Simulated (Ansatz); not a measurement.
# Step by step: surface energy of the Ge(111) slab with 2 F, the mean of its two faces, with the listed reservoirs for the atoms in excess

We look at the surface energy of the Ge(111) slab with 2 F, the mean of its two faces, with the listed reservoirs for the atoms in excess. Reaction: 10 Ge (diamond) + F2 (gas) → cell A.

A: a slab of Ge (diamond, Fd-3m) cut along (111), 12 atoms, hexagonal cell of 4.07 Å (14.4 Å²), symmetry P-3m1 within 0.02 Å, 17.5 Å thick under 16 Å of vacuum, in-plane vectors held at the crystal's; planes from bottom to top: F | Ge × 10 | F; added, foreign or displaced atoms, above the top plane and below the bottom plane: two times F bound to 1 Ge at 1.76 Å; spin state with PBE: run without spin.

Setting: static, neutral cells in Ansatz (PAW) whose structures rest at the PBE level. Ansatz (a first-principles code) runs with its PAW set soft_1. A dispersion term (D3(BJ), or D4 for r2SCAN) was computed beside these levels and is taken off wherever the name lacks it. Cell A has symmetry P-3m1 within 0.02 Å and got no random move, so less symmetric positions, which may lie lower, weren't tried.

Total energies of the cells in eV, at zero smearing width. They compare only within one column; the weights balance every element.

| cell | atoms | weight | PBE |
|---|---|---|---|
| A: Ge(111) slab with 2 F | 12 | +1 | -44566.51003 |
| Ge (diamond) | 2 | −5 | -8589.97503 |
| F2 (gas) | 2 | −1 | -1611.20111 |

PBE: (-44566.51003) − 5 × (-8589.97503) − (-1611.20111) = -5.4338 eV; dividing by 2 × 14.375 Å² and converting at 16.022 J/m² per eV/Å² gives -3.03 J/m².
